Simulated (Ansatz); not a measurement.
Phonon-limited electron mobility of C (Fd-3m) in cm²/(V·s), r2SCAN, finite-displacement electron-phonon coupling, linearised Boltzmann equation in Ansatz (a program for electronic structure). Condition of this run: hydrostatic pressure 10 GPa (the target of the relaxation). Geometry: relaxed with this functional, without spin-orbit coupling.

| Condition | μ |
|---|---|
| 150 K | 5800 |
| 200 K | 3600 |
| 250 K | 2500 |
| 300 K | ? |
| 350 K | ? |
| 400 K | 948 |
| 500 K | 549 |
| 600 K | 344 |

Problem. Complete the blanks.

Solution. 
- 300 K, μ: 1760
- 350 K, μ: 1280

Problem. What exponent p of μ ∝ T^−p fits 200 to 400 K (along x)?

Solution. p ≈ 1.9; acoustic deformation-potential scattering alone gives 1.5.

Scattering by harmonic phonons alone: no impurities, screening or carrier-carrier scattering, bands fixed at 0 K. From a coarser fine mesh the values given move by up to 7 %. The mesh was bound by memory.
